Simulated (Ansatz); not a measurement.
The reference is GaSe in the beta-GaS type structure (space group P6_3/mmc, No. 194; a = 3.705 Å, c = 15.508 Å; layered, stacked along the Cartesian z axis).

All numbers come from PBEsol-D3(BJ) (Ansatz, a quantum-chemistry and plane-wave program), no spin-orbit coupling, earlier PAW set.

For the base:

| Quantity | Result |
|---|---|
| Band gap | 0.82 eV |
| Lattice parameter a | 370.5 pm |
| Gap character | indirect, Γ → M |

Perturbation: full substitution Se → O, then cell and atoms are relaxed.

Question: How does this affect the electron mass, band gap, lattice parameter a and gap character?

Answer: The electron mass amounts to 0.12 mₑ along c, 0.26 mₑ across (at Γ); the band gap increases by 0.12 eV (0.82 eV → 0.94 eV); the lattice parameter a falls by 63.8 pm, from 370.5 pm to 306.7 pm; the gap character changes from indirect, Γ → M to direct at Γ.

Effective masses come from finite differences of ±0.01 Å⁻¹. Stability against distortions was not tested. As relaxed here, GaO is a hypothetical phase, not in the database extracts checked. The program warned that a D3 coordination switch lies within reach, so dispersion energies are less smooth here.
